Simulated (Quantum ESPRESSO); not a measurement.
A self-consistent single point of TiO2 (Pbca, 24 atoms in the cell) with Quantum ESPRESSO.

Method: PBE, SSSP 1.1.2 efficiency (PBE) pseudopotentials (plane waves; Quantum ESPRESSO).

```yaml
crystal:
  lattice:
    - [5.14912, 0.00000, 0.00000]
    - [0.00000, 9.19420, 0.00000]
    - [0.00000, 0.00000, 5.45912]
  atoms:
    - { symbol: Ti, position: [0.13791, 0.37103, 0.40258] }
    - { symbol: Ti, position: [0.86209, 0.62897, 0.59742] }
    - { symbol: Ti, position: [0.36209, 0.62897, 0.90258] }
    - { symbol: Ti, position: [0.63791, 0.37103, 0.09742] }
    - { symbol: Ti, position: [0.63791, 0.12897, 0.59742] }
    - { symbol: Ti, position: [0.36209, 0.87103, 0.40258] }
    - { symbol: Ti, position: [0.86209, 0.87103, 0.09742] }
    - { symbol: Ti, position: [0.13791, 0.12897, 0.90258] }
    - { symbol: O, position: [0.46471, 0.26971, 0.38999] }
    - { symbol: O, position: [0.53529, 0.73029, 0.61001] }
    - { symbol: O, position: [0.03529, 0.73029, 0.88999] }
    - { symbol: O, position: [0.96471, 0.26971, 0.11001] }
    - { symbol: O, position: [0.96471, 0.23029, 0.61001] }
    - { symbol: O, position: [0.03529, 0.76971, 0.38999] }
    - { symbol: O, position: [0.53529, 0.76971, 0.11001] }
    - { symbol: O, position: [0.46471, 0.23029, 0.88999] }
    - { symbol: O, position: [0.81663, 0.01048, 0.85119] }
    - { symbol: O, position: [0.18337, 0.98952, 0.14881] }
    - { symbol: O, position: [0.68337, 0.98952, 0.35119] }
    - { symbol: O, position: [0.31663, 0.01048, 0.64881] }
    - { symbol: O, position: [0.31663, 0.48952, 0.14881] }
    - { symbol: O, position: [0.68337, 0.51048, 0.85119] }
    - { symbol: O, position: [0.18337, 0.51048, 0.64881] }
    - { symbol: O, position: [0.81663, 0.48952, 0.35119] }
```

Reference input (self-consistent single point, DFT, PBE, plane waves, SSSP 1.1.2 efficiency (PBE) pseudopotentials): ecutwfc = 55 Ry; ecutrho = 440 Ry; occupations = smearing; smearing = fermi-dirac; degauss = 0.000734986 Ry; potentials = {Ti: ti_pbe_v1.4.uspp.F.UPF, O: O.pbe-n-kjpaw_psl.0.1.UPF}; K_POINTS = automatic 3 2 3 0 0 0; conv_thr = 1e-10 Ry. This run's input differs from it in these lines:

```diff
@@ -19,3 +19,3 @@
 &electrons
-    conv_thr = 1.0d-10
+    conv_thr = 7.3e-03
 /
```

Output (repeated stretches shortened):

```
     Self-consistent Calculation

     iteration #  1     ecut=    55.00 Ry     beta= 0.70

     negative rho (up, down):  1.711E-02 0.000E+00

     total energy              =   -1620.64815464 Ry
     estimated scf accuracy    <       5.14124874 Ry

     iteration #  2     ecut=    55.00 Ry     beta= 0.70

     negative rho (up, down):  6.433E-03 0.000E+00

     total energy              =   -1608.07593641 Ry
     estimated scf accuracy    <     116.93510027 Ry

     iteration #  3     ecut=    55.00 Ry     beta= 0.70

     negative rho (up, down):  6.801E-03 0.000E+00

     total energy              =   -1623.88285554 Ry
     estimated scf accuracy    <       1.35925581 Ry

   [... 2 blocks of this kind left out ...]

     iteration #  6     ecut=    55.00 Ry     beta= 0.70

     negative rho (up, down):  8.481E-03 0.000E+00

     total energy              =   -1623.71573241 Ry
     estimated scf accuracy    <       0.07605509 Ry

     iteration #  7     ecut=    55.00 Ry     beta= 0.70

     negative rho (up, down):  8.748E-03 0.000E+00
     End of self-consistent calculation

     the Fermi energy is     8.6853 ev

!    total energy              =   -1623.73277627 Ry
     estimated scf accuracy    <       0.00177034 Ry
     smearing contrib. (-TS)   =       0.00000000 Ry
     internal energy E=F+TS    =   -1623.73277627 Ry

     convergence has been achieved in   7 iterations

     negative rho (up, down):  8.748E-03 0.000E+00

     Forces acting on atoms (cartesian axes, Ry/au):

     atom    1 type  1   force =     0.00159011    0.00066189    0.00339246
     atom    2 type  1   force =    -0.00159011   -0.00066189   -0.00339246
     atom    3 type  1   force =    -0.00159011   -0.00066189    0.00339246
     atom    4 type  1   force =     0.00159011    0.00066189   -0.00339246
     atom    5 type  1   force =     0.00159011   -0.00066189   -0.00339246
   [... lines left out ...]
     Total force =     0.017552     Total SCF correction =     0.011228
   [... lines left out ...]

     negative rho (up, down):  8.748E-03 0.000E+00
          total   stress  (Ry/bohr**3)                   (kbar)     P=      -14.57
  -0.00008780   0.00000000   0.00000000          -12.92        0.00        0.00
   0.00000000  -0.00011080   0.00000000            0.00      -16.30        0.00
   0.00000000   0.00000000  -0.00009847            0.00        0.00      -14.49

   JOB DONE.
```

The run converged in 7 iterations. Against the reference run the free energy is nearly the same (within 1 meV/atom), the pressure goes from 3.48 to -1.46 GPa, the largest force goes from 0.099 to 0.111 eV/Å and the gap on the mesh goes from 2.293 to 2.270 eV. The full log also holds: “SCF correction compared to forces is large: reduce conv_thr to get better values”.

The starting cell comes from a database of computed structures (which also holds hypothetical and non-ambient phases and stackings), without a prior relaxation at this level.

Cost on one core of a shared machine: roughly 5 min.
